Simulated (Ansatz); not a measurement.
**How far PBE-D3(BJ) and PBEsol-D3(BJ) part for MoS2, uniaxial strain ε_zz = −0.20 %**

Base system: MoS2 in the 3R-MoS2 type structure (space group R3m, No. 160; layered, stacked along the Cartesian z axis).

```
MoS2
1.0
    1.57655     0.91022     5.99710
   -1.57655     0.91022     5.99710
    0.00000    -1.82045     5.99710
Mo S
1 2
Direct
  0.00002   0.00002   0.00002
  0.75355   0.75355   0.75355
  0.57974   0.57974   0.57974
```

Cartesian axes are those of the cell as printed.

(Cell as relaxed with PBE-D3(BJ).)

Levels (all Ansatz, a quantum-chemistry and plane-wave program, PAW): PBE-D3(BJ) (420 eV, no SOC); PBEsol-D3(BJ) (420 eV, no spin-orbit coupling).

Each level relaxes its own structure.

```json
[
 {"base": "volume per atom", "PBE-D3(BJ)": "17.21 Å³", "PBEsol-D3(BJ)": "16.21 Å³"},
 {"base": "lattice parameter a", "PBE-D3(BJ)": "3.153 Å", "PBEsol-D3(BJ)": "3.116 Å"},
 {"base": "band gap", "PBE-D3(BJ)": "0.77 eV", "PBEsol-D3(BJ)": "0.50 eV"}
]
```

One thing is altered: uniaxial strain ε_zz = −0.20 %, all other strain components held at zero, atoms relaxed at fixed cell.

| quantity | PBE-D3(BJ) | PBEsol-D3(BJ) |
|---|---|---|
| band gap | 0.76 eV | (withheld) |
| gap character | indirect, T → Γ–S₀ (56 % along) | (withheld) |
| stress (xx, yy, zz, yz, xz, xy; compression positive) | (0.03, 0.03, 0.11, 0.00, 0.00, 0.00) GPa | (withheld) |
| smallest direct gap | 1.76 eV | (withheld) |
| shift of the gap caused by the change | -0.01 eV | (withheld) |

Problem. Predict the PBEsol-D3(BJ) column.

Solution. 
- band gap, PBEsol-D3(BJ): 0.49 eV
- gap character, PBEsol-D3(BJ): indirect, T → Γ–S₀ (56 % along)
- stress (xx, yy, zz, yz, xz, xy; compression positive), PBEsol-D3(BJ): (0.05, 0.05, 0.17, 0.00, 0.00, 0.00) GPa
- smallest direct gap, PBEsol-D3(BJ): 1.87 eV
- shift of the gap caused by the change, PBEsol-D3(BJ): -0.01 eV

PBE-D3(BJ)'s band gap lies 0.27 eV above PBEsol-D3(BJ)'s; PBE-D3(BJ)'s smallest direct gap lies 0.11 eV below PBEsol-D3(BJ)'s; the two agree on the gap character and shift of the gap caused by the change. Neither level is exact; PBEsol-D3(BJ) is the comparison here, not a measurement.

Stability against distortions was not tested.
